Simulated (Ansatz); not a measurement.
**Energy of zinc-blende PbTe (model structure) less that of rock-salt PbTe, by level of theory**

No measured value is used here.

| level (code) | value (meV/atom) |
|---|---|
| LDA (Ansatz) | 319 |
| PBE (Ansatz) | ? |
| PBE-D3(BJ) (Ansatz) | 300 |
| PBE-D4 (Ansatz) | 305 |
| r²SCAN (Ansatz) | 247 |

Fill in the missing entries.


- PBE (Ansatz, a quantum-chemistry and plane-wave program), value (meV/atom): 189

Density-functional levels without +SOC have no spin–orbit coupling. PBE-D4: a distance lies near a switch of the dispersion term, which can move the cell. Each level is taken at its own relaxed cell. Ansatz's density-functional and Hartree–Fock values are scalar-relativistic unless marked +SOC, with PAW data made under PBE.

A model structure was made by putting elements into a prototype or built by hand; it is no filed structure, need not be a known phase, and can be a saddle point held by its symmetry.
